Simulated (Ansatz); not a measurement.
Functionals compared on H on the 1x1 (101) surface of anatase TiO2 (cut with top plane O), one in a 2x1 cell, started at the site 'top O', in Ansatz (plane waves, PAW). The structure was relaxed with PBE; the other rows are single points on it, each with its references at the same level. Cutoff 420 eV (500 eV for r2SCAN). The points keep PBE's geometry, so the relaxation of a polaron and the settling of charge on one site are left out.

Host crystal: anatase TiO2, with a band gap (PBE, scalar-relativistic without spin-orbit coupling).

Set-up: 37 atoms, 9.4 Å thick at the start under the adsorbate (thin: gaps and levels are the slab's own); mesh 3x4x1; 0.01 eV smearing; dipole correction on; 14 atoms held, the rest relaxed; no symmetry held; spin-polarised, ending with about 0.5 μB a cell, a value that depends on the mesh; orders that need a larger cell were not tried, no spin-orbit, no U, no dispersion correction. The slab shows no gap over 0.04 eV on its mesh. At the end it is bonded to O. In PBE it is, or lies within 0.03 eV of, the lowest of the starts that converged. These notes are the PBE run's. r2SCAN: The program's check for a lower electronic state was not made. Adsorption energies are against ½ H2(g). A negative adsorption energy means that the adsorbate is more stable on the surface than in its reference.

| functional | adsorption energy (eV) | work function of the top face (eV) | rough cost of the single point |
|---|---|---|---|
| PBE | 0.24 | 3.77 | – |
| RPBE | 0.41 | 3.62 | about 10 core-minutes (a rough figure) |
| r2SCAN | 0.24 | 3.81 | roughly 19 core-minutes |

Ansatz is an electronic-structure program.
